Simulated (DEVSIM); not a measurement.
Device: Schottky contact on n-type Ge, at 300 K.

```csv
layer (left to right),material,thickness (μm),Nd (cm⁻³),τn (s),τp (s)
1,Ge,4.10,2.6e17,2.1e-5,2.1e-5
```

Left contact: Schottky, work function 4.3 eV, emission velocity 1.1e7 cm/s. Right contact: ohmic. Voltage is applied to the left contact. Recombination: SRH at mid-gap, radiative, Auger. Mobility is constant in doping.

The device is made up for the run: typed textbook-type constants, with dimensions and the other settings drawn at random. Values at 300 K.

| parameter | Ge |
|---|---|
| gap (eV) | 0.664 |
| affinity (eV) | 4 |
| permittivity | 16 |
| Nc (cm⁻³) | 1.04e19 |
| Nv (cm⁻³) | 6e18 |
| μn (cm²/Vs) | 3900 |
| μp (cm²/Vs) | 1900 |
| B (cm³/s) | 6.4e-14 |
| Cn (cm⁶/s) | 1e-31 |
| Cp (cm⁶/s) | 1e-31 |

Model (solved in DEVSIM): 1D drift-diffusion, Boltzmann statistics, complete ionisation; no tunnelling, impact ionisation, image-force lowering or self-heating. Metal contacts follow the ideal Schottky-Mott rule: no Fermi-level pinning, no interface dipoles.

### Question
Tabulate band edges, carrier densities and field at zero bias.

### Answer
Energies count from the Fermi level of the right contact; mesh points crowd at the junctions.

| x (μm) | Ec (eV) | Ev (eV) | n (cm⁻³) | p (cm⁻³) | field (V/cm) |
|---|---|---|---|---|---|
| 0.000 | 0.300 | -0.364 | 9.5e13 | 4.6e12 | -100000 |
| 0.01207 | 0.198 | -0.466 | 5.0e15 | 8.8e10 | -67000 |
| 0.02799 | 0.125 | -0.539 | 8.3e16 | 5.3e9 | -27000 |
| 0.05396 | 0.098 | -0.566 | 2.4e17 | 1.8e9 | -2400 |
| 0.1079 | 0.095 | -0.569 | 2.6e17 | 1.7e9 | ≈ 0 |
| 0.1658 | 0.095 | -0.569 | 2.6e17 | 1.7e9 | ≈ 0 |
| 0.2602 | 0.095 | -0.569 | 2.6e17 | 1.7e9 | ≈ 0 |
| 0.4563 | 0.095 | -0.569 | 2.6e17 | 1.7e9 | ≈ 0 |
| 0.6951 | 0.095 | -0.569 | 2.6e17 | 1.7e9 | ≈ 0 |
| 1.010 | 0.095 | -0.569 | 2.6e17 | 1.7e9 | ≈ 0 |
| 1.524 | 0.095 | -0.569 | 2.6e17 | 1.7e9 | ≈ 0 |
| 2.429 | 0.095 | -0.569 | 2.6e17 | 1.7e9 | ≈ 0 |
| 2.945 | 0.095 | -0.569 | 2.6e17 | 1.7e9 | ≈ 0 |
| 3.336 | 0.095 | -0.569 | 2.6e17 | 1.7e9 | ≈ 0 |
| 3.658 | 0.095 | -0.569 | 2.6e17 | 1.7e9 | ≈ 0 |
| 3.813 | 0.095 | -0.569 | 2.6e17 | 1.7e9 | ≈ 0 |
| 3.908 | 0.095 | -0.569 | 2.6e17 | 1.7e9 | ≈ 0 |
| 3.979 | 0.095 | -0.569 | 2.6e17 | 1.7e9 | ≈ 0 |
| 4.039 | 0.095 | -0.569 | 2.6e17 | 1.7e9 | ≈ 0 |
| 4.065 | 0.095 | -0.569 | 2.6e17 | 1.7e9 | ≈ 0 |
| 4.085 | 0.095 | -0.569 | 2.6e17 | 1.7e9 | ≈ 0 |
| 4.100 | 0.095 | -0.569 | 2.6e17 | 1.7e9 | ≈ 0 |
